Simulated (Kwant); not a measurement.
Device: quantum point contact (saddle potential) in a InAs two-dimensional gas. Effective mass 0.023 mₑ, grid spacing 6.2 nm, hard walls, nominal width 150 nm (25 grid rows, so walls 161.2 nm apart), one parabolic valley, scattering region 450 nm long along x; energies count from the band bottom; Fermi energy 0.00717 eV. Potential (V0 + ½k y²) cos²(πx/L) for |x| < L/2, with V0 swept from 0.0075285 to 0 eV, k = 1e-05 eV/nm², L = 140 nm.

The device is made up for the run: typed textbook-type constants, with dimensions and the other settings drawn at random.

Kwant, effective-mass tight-binding model on a square grid, one spin, coherent transport at 0 K. Conductance is in e²/h.

Density of the scattering states that come in from the left lead, at gate = 0.0018548 eV, in bins, relative to the largest site value (x marks bins outside the device):

```
|11222100001112211000000000000000000000000000|
|34677520023455653200000000000000000000000000|
|46799731135677875310000000000000000000000000|
|56899741146767887410000000000000000000000000|
|45688631146655687521000000000000000000000000|
|43356520145532477521000000000000000000000000|
|31134420134311256531100000000000000000000000|
|20024320124310134432111100000000000000000000|
|21134420023432233332221111111000000000000011|
|22356641013555433222222211111100000000001111|
|34578751014688642223333222111100000000001111|
|33568741014687643222333222111100000000001111|
|22356641013555433222222211111100000000001111|
|21134420023432233332221111111000000000000011|
|20024320124310134432111100000000000000000000|
|31134420134311256531100000000000000000000000|
|43356520145532477521000000000000000000000000|
|45688631146655687521000000000000000000000000|
|56899741146767887410000000000000000000000000|
|46799731135677875310000000000000000000000000|
|34677520023455653200000000000000000000000000|
|11222100001112211000000000000000000000000000|
```
Scale: ten equal steps from 0.000 (start of '0') to 0.955 (end of '9'), in the order '0123456789'; x runs from -218 to 218, y from -71.0 (bottom) to 71.0 (top).

The conductance there is 1.00 e²/h with 3 open channel(s) in the leads.
